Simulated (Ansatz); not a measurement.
By PBEsol, the system below comes out a metal.

Input:

```yaml
crystal:
  lattice:
    - [2.85070, 0.00000, 0.00000]
    - [0.00000, 2.85070, 0.00000]
    - [0.00000, 0.00000, 3.58161]
  atoms:
    - { symbol: Cu, position: [0.50000, 0.50000, 0.50000] }
    - { symbol: Au, position: [0.00000, 0.00000, 0.00000] }
```

Space group of this cell: P4/mmm. The cell is taken as given; by PBEsol its mean pressure is -3.9 GPa.

The current runs along the normal of the first two printed vectors, the (001) plane. All runs by Ansatz (an electronic-structure program), plane waves and PAW, without spin-orbit coupling; the base is PBEsol.

```tsv
run	mean pressure (GPa)	G/A, both spins (10¹⁵ S/m²)
base	-3.9	0.86
all lengths scaled by 0.98	6.9	0.90
all lengths scaled by 1.02	-11.4	(withheld)
lengths across the current scaled by 0.98, ions clamped	3.0	(withheld)
lengths across the current scaled by 1.02, ions clamped	-9.2	0.86
lengths along the current scaled by 0.97, ions clamped	1.1	0.90
lengths along the current scaled by 1.03, ions clamped	-7.9	(withheld)
```

Task: What belongs in the gaps?

Result: 
- all lengths scaled by 1.02, G/A, both spins (10¹⁵ S/m²): 0.83
- lengths across the current scaled by 0.98, ions clamped, G/A, both spins (10¹⁵ S/m²): 0.88
- lengths along the current scaled by 1.03, ions clamped, G/A, both spins (10¹⁵ S/m²): 0.83
